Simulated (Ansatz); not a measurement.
Consider GaN in the zinc blende structure (space group F-43m, No. 216).

```xyz
2
Lattice="0.0000 2.2490 2.2490 2.2490 0.0000 2.2490 2.2490 2.2490 0.0000" Properties=species:S:1:pos:R:3 pbc="T T T"
Ga     0.0000     0.0000     0.0000
N      1.1245     1.1245     1.1245
```

Cartesian axes are those of the cell as printed.

Calculations: plane-wave PAW DFT at the r2SCAN level (Ansatz, an electronic-structure program, 500 eV), no SOC.

One thing is altered: the cell is scaled by 0.9750 in all directions, atoms relaxed at fixed cell.

Predict the stress tensor and what it implies for the stiffness.

Stress of the strained cell less that of the base (GPa, compression positive):
```
  17.57    0.00    0.00
   0.00   17.57    0.00
   0.00    0.00   17.57
```

Then B = −ΔP/(ΔV/V₀) with ΔV/V₀ = -0.0731 gives secant stiffness values (nonlinear terms included at this strain): B ≈ 240 GPa.

As a check, the harmonic strain energy −½ V₀ Δσ:ε is 47 meV/atom; the computed energy rise is 43 meV/atom.

No phonon test of stability was made. This is not the structure that GaN has at room temperature and ambient pressure.
